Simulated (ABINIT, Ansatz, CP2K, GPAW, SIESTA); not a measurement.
One structure in several programs: SiC (P6_3mc, 4 atoms in the cell)

Band-structure calculation.

```
SiC
1.0
    3.07351     0.00000     0.00000
   -1.53676     2.66174     0.00000
    0.00000     0.00000     5.04525
Si C
2 2
Direct
  0.33333   0.66667   0.49960
  0.66667   0.33333   0.99960
  0.33333   0.66667   0.87540
  0.66667   0.33333   0.37540
```

Shared settings, as Ansatz (a quantum-chemistry and plane-wave program) writes them: kpoints.mp_grid.grid = 6 6 4; scf.occupations.method = fermi_dirac; scf.occupations.width = 0.02 eV. Potentials and cutoffs stand in the table.

```
code                                                                                                                      model  gap along the path (eV)  smallest direct gap (eV)       cutoff
------  -----------------------------------------------------------------------------------------------------------------------  -----------------------  ------------------------  -----------
SIESTA  GGA PBE, numerical atomic orbitals DZP, PseudoDojo PBE standard norm-conserving potentials (rewritten from UPF to PSML)                     2.26                      3.97  grid 300 Ry
CP2K                                                    PBE, GPW, DZVP-MOLOPT-SR-GTH basis, GTH-PBE potentials (GTH_POTENTIALS)                     2.33                      4.01  grid 400 Ry
Ansatz                                                                                                   PBE, default PAW files                     2.27                      3.98       420 eV
ABINIT                                                 PBE, norm-conserving pseudopotentials (PseudoDojo nc-sr-05 PBE standard)                     2.28                      3.99        41 Ha
GPAW                                                                               PBE, GPAW PAW datasets PBE (gpaw-data 1.0.1)                     2.26                      3.97       950 eV
```

The spread over the programs that give each value: gap along the path within 0.07 eV; smallest direct gap within 0.04 eV.

SIESTA and CP2K use small atom-centred bases, whose incompleteness enters pressures, forces and empty levels differently from a plane-wave cutoff.

The starting cell comes from a database of computed structures (which also holds hypothetical and non-ambient phases and stackings), without a prior relaxation at this level.

Left out of this page: Quantum ESPRESSO, Elk and FLEUR (not drawn, or without a comparable value).

Keys are those of Ansatz 0.2.
